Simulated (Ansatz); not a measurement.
BAs under load (space group R3m), r2SCAN with spin-orbit coupling, rigid bands (Ansatz, a first-principles code). Condition of this run: biaxial stress in (111) of 3.2 GPa (compression positive) (the target of the relaxation). Band gap 1.25 eV, N_c = 3.39e19 cm⁻³ and N_v = 5.59e18 cm⁻³ at 300 K, conductivity masses of 0.298 mₑ (electrons) and 0.323 mₑ (holes). Take k_BT = 0.02585 eV.

Problem. A film of it is 5 nm thick. Estimate the confinement energies in an infinite well.

Solution. ħ²π²/(2m t²) = 0.376 eV·nm²/(m/mₑ × t²) gives 50.5 meV for electrons and 46.6 meV for holes, so the gap would widen to about 1.35 eV. Finite barriers and nonparabolic bands lower this, and with several valleys or bands the heaviest mass along the normal sets the lowest level, not this average.

Problem. What built-in voltage has an abrupt junction with N_A = 1e16 and N_D = 1e18 cm⁻³, all dopants ionised?

Solution. V_bi = E_g/e − (k_BT/e) ln(N_c N_v/(N_A N_D)) = 1.25 − 0.02585 × 9.85 = 1.00 V, for the computed gap.

Problem. Find the intrinsic carrier density and the intrinsic Fermi level.

Solution. n_i = √(N_c N_v) exp(−E_g/2k_BT) = 1.38e19 × exp(−24.18) = 4.4e8 cm⁻³. The level lies (k_BT/2) ln(N_v/N_c) = -23 meV from mid-gap (positive towards the conduction band). Each 0.1 eV added to the gap lowers n_i by a factor of 6.9.

Rigid bands with the computed gap; masses take one relaxation time for all states. Geometry: cell and atoms relaxed with PBEsol.
